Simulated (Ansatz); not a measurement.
# Response to strain in GaSb

Take GaSb in the zinc blende structure (space group F-43m, No. 216; a = 6.1335 Å) as the base. Axes: x, y, z lie along the cube axes.

Strains are applied to the cell and any free atomic positions relax; under biaxial strain the out-of-plane vector relaxes too; under stress the whole cell relaxes.

All numbers come from plane-wave PAW DFT at the r2SCAN level (Ansatz, a quantum-chemistry and plane-wave program, 500 eV), no spin-orbit coupling, earlier PAW set.

Notes on the quantities. energy relative to the base: free energy F.

| change | gap character | volume per atom | space group | band gap | energy relative to the base |
|---|---|---|---|---|---|
| base | direct at Γ | 28.84 Å³ | F-43m (No. 216) | 0.41 eV | 0 meV/atom |
| biaxial strain −2.16 %, plane normal [001], relaxed out of plane | direct at Γ | 28.11 Å³ | I-4m2 (No. 119) | 0.51 eV | +8.1 meV/atom |
| biaxial strain +2.49 %, plane normal [001], relaxed out of plane | – | 29.65 Å³ | I-4m2 (No. 119) | zero | +9.6 meV/atom |
| isotropic strain −5.43 % | indirect, Γ → Γ–X (79 % along) | 24.40 Å³ | F-43m (No. 216) | 0.83 eV | +156 meV/atom |
| isotropic strain −2.08 % | indirect, Γ → L | 27.08 Å³ | F-43m (No. 216) | 0.84 eV | +20 meV/atom |
| isotropic strain −1.57 % | direct at Γ | 27.51 Å³ | F-43m (No. 216) | 0.78 eV | +11 meV/atom |
| isotropic strain +0.79 % | direct at Γ | 29.53 Å³ | F-43m (No. 216) | ___ | ___ |
| uniaxial strain ε_xx = −3.22 % | direct at Γ | 27.91 Å³ | I-4m2 (No. 119) | 0.53 eV | +8.3 meV/atom |
| uniaxial strain ε_yy = −0.82 % | direct at Γ | 28.61 Å³ | I-4m2 (No. 119) | 0.44 eV | +0.5 meV/atom |
| uniaxial stress, 2 GPa compression along x | direct at Γ | 28.49 Å³ | I-4m2 (No. 119) | 0.33 eV | +6.0 meV/atom |

**Question.** Complete the table.

**Answer.** 
- isotropic strain +0.79 %, band gap: 0.24 eV
- isotropic strain +0.79 %, energy relative to the base: +2.6 meV/atom

Spin-orbit coupling, missing from the scalar runs, can matter with Sb. Stability under load was not tested beyond the relaxation. All final runs are without spin polarisation. Gaps under 0.05 eV, about the width of the smearing, are given as zero. The zero or small gap of GaSb under biaxial strain +2.49 %, plane normal [001], relaxed out of plane and GaSb under isotropic strain +0.79 % can change with the level of theory. k-point labels follow each cell's own Brillouin zone.
